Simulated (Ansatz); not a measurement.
System: LuAsO4 (I4₁/amd, No. 141, 12 atoms in the cell; start COD 9011135). Method: r²SCAN (Ansatz, an electronic-structure program, plane waves, PAW).

Settings: plane-wave cutoff 560 eV, 8×8×8 k mesh, Fermi–Dirac smearing 0.01 eV, scalar-relativistic PAW data made under PBE.

Cell (relaxed at this level):

```cif
data_As4Lu4O16
_chemical_formula_sum 'Lu4 As4 O16'
_space_group_name_H-M_alt 'I41/amd :1'
_space_group_IT_number 141
_space_group_name_Hall 'I 4bw 2bw -1bw'
_cell_length_a 6.95716
_cell_length_b 6.95716
_cell_length_c 6.23375
_cell_angle_alpha 90.000
_cell_angle_beta 90.000
_cell_angle_gamma 90.000
loop_
_atom_site_label
_atom_site_type_symbol
_atom_site_symmetry_multiplicity
_atom_site_Wyckoff_symbol
_atom_site_fract_x
_atom_site_fract_y
_atom_site_fract_z
_atom_site_occupancy
Lu1 Lu 4 a 0.00000 0.00000 0.00000 1
As1 As 4 b 0.00000 0.00000 0.50000 1
O1 O 16 h 0.31701 0.00000 0.07260 1
```
(The calculation used a cell of 12 atoms; values per cell refer to that cell.)

Q: Give the computed band gap.

A: 
- band gap = 4.72 eV

Note: the relaxation could not lower the start's symmetry, so a distorted cell can lie lower.

Spin–orbit coupling is not included.

Computed values are for the static lattice.

The result took roughly 3 core-minutes.
